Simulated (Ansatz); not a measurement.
Ansatz (an electronic-structure program) run on the (001) slab of LuAu2 (cut from a parent of space group no. 139; 6 atoms in the cell): self-consistent single point.

Method: LDA (PW92), default PAW files made with PBE (plane waves; Ansatz).

The change in words: vacuum of 4 angstrom (first run: 14 Å). Reference geometry:
```
CELL_PARAMETERS angstrom
      3.66316     0.00000     0.00000
      0.00000     3.66316     0.00000
      0.00000     0.00000    21.40292
ATOMIC_POSITIONS crystal
  Lu 0.00000 0.00000 0.60445
  Au 0.50000 0.50000 0.67294
  Au 0.00000 0.00000 0.32706
  Lu 0.50000 0.50000 0.39555
  Au 0.00000 0.00000 0.46404
  Au 0.50000 0.50000 0.53596
```

Reference input (self-consistent single point, DFT, LDA (PW92), plane waves, default PAW files made with PBE): basis.ecutwfc = 420 eV; kpoints.mp_grid.grid = 8 8 1; hamiltonian.xc = lda; hamiltonian.pseudopotentials = {kind: paw} (the program's default PAW files); scf.occupations.method = gaussian; scf.occupations.width = 0.1 eV. This run's input differs from it in these lines:

Ansatz 0.2 input:
```diff
@@ -4,10 +4,10 @@
     - [0.00000000, 3.66316400, 0.00000000]
-    - [0.00000000, 0.00000000, 21.40291500]
+    - [0.00000000, 0.00000000, 11.40292600]
   atoms:
-    - { symbol: Lu, position_ang: [0.00000000, 0.00000000, 12.93690636] }
-    - { symbol: Au, position_ang: [1.83158200, 1.83158200, 14.40292043] }
-    - { symbol: Au, position_ang: [0.00000000, 0.00000000, 6.99999457] }
-    - { symbol: Lu, position_ang: [1.83158200, 1.83158200, 8.46600864] }
-    - { symbol: Au, position_ang: [0.00000000, 0.00000000, 9.93189429] }
-    - { symbol: Au, position_ang: [1.83158200, 1.83158200, 11.47102071] }
+    - { symbol: Lu, position_ang: [0.00000000, 0.00000000, 7.93691542] }
+    - { symbol: Au, position_ang: [1.83158200, 1.83158200, 9.40292120] }
+    - { symbol: Au, position_ang: [0.00000000, 0.00000000, 2.00000480] }
+    - { symbol: Lu, position_ang: [1.83158200, 1.83158200, 3.46601058] }
+    - { symbol: Au, position_ang: [0.00000000, 0.00000000, 4.93190233] }
+    - { symbol: Au, position_ang: [1.83158200, 1.83158200, 6.47102367] }
 basis:
```

Output, abridged:

```
SCF iter   1: F=—  HF=-80448.287553 eV  |F-HF|=—  |Δ(HF+E_count)|=         —  Δρ=5.80e-3  dr2=8.09e-2  ethr=1.77e-3  ⟨swp⟩=5.5  Hψ=4928  notcnv=0  defer=2
all-band conjugate gradients solve this SCF's bands
preconditioner: auto → LDOS
SCF iter   2: F=—  HF=-80448.277289 eV  |F-HF|=—  |Δ(HF+E_count)|=   1.03e-2  Δρ=4.44e-3  dr2=3.53e-2  ethr=6.42e-5  ⟨swp⟩=2.9  Hψ=2574  notcnv=0  defer=70
   [... lines left out ...]
SCF iter   6: F=—  HF=-80448.267440 eV  |F-HF|=—  |Δ(HF+E_count)|=   1.01e-5  Δρ=6.50e-5  dr2=1.41e-5  ethr=5.65e-8  ⟨swp⟩=2.1  Hψ=1889  notcnv=0  defer=26
SCF iter   7: F=—  HF=-80448.267439 eV  |F-HF|=—  |Δ(HF+E_count)|=   8.79e-7  Δρ=2.05e-5  dr2=7.95e-7  ethr=1.12e-8  ⟨swp⟩=2.2  Hψ=1859  notcnv=0  defer=26
SCF iter   8: F=—  HF=-80448.267439 eV  |F-HF|=—  |Δ(HF+E_count)|=   1.77e-8  Δρ=7.20e-6  dr2=1.31e-7  ethr=6.31e-10  ⟨swp⟩=2.1  Hψ=1996  notcnv=0  defer=26
SCF iter   9: F=-80448.267439 eV  HF=-80448.267439 eV  |F-HF|=2.41e-8  |Δ(HF+E_count)|=   9.72e-9  Δρ=2.02e-6  dr2=2.94e-8  ethr=7.94e-11  ⟨swp⟩=12.5  Hψ=6911  notcnv=0
SCF 1 converged in 9 iterations: F = -80448.267439 eV  dr2 = 2.94e-8
Free energy (F): -80448.267439 eV
Internal energy: -80448.245880 eV  (E = F + TS)
E sigma→0 (E₀):  -80448.256659 eV
Entropy (-TS):   -0.021559 eV (-3.593 meV/atom)
Fermi energy:    13.264372 eV
--- Forces (eV/Å), atoms counted from 1 ---
  atom   1  Lu     0.00000000     0.00000000     0.26826051
  atom   2  Au     0.00000000     0.00000000    -0.34990047
  atom   3  Au     0.00000000     0.00000000     0.34990047
  atom   4  Lu     0.00000000     0.00000000    -0.26826051
  atom   5  Au     0.00000000     0.00000000     0.27410506
  atom   6  Au     0.00000000     0.00000000    -0.27410506
--- Stress (GPa, compression-positive) ---
       -8.058569      -0.000000      -0.000000
       -0.000000      -8.058569      -0.000000
       -0.000000      -0.000000      -5.095086
  P = ⅓ Tr σ = -7.0707 GPa (-70.707 kbar)
  The stress holds the Pulay correction. Without it, at fixed plane waves, as pw.x and ABINIT print it: P = -7.1028 GPa
```

The run converged in 9 iterations. Against the reference run the free energy falls by 37.2 meV/atom and the largest force goes from 0.624 to 0.350 eV/Å.

The starting cell comes from a database of computed structures (which also holds hypothetical and non-ambient phases and stackings), without a prior relaxation at this level. The slab is cut from that crystal, and its faces are unrelaxed. Its lattice was rescaled by up to half a per cent. Spin-orbit coupling is off.
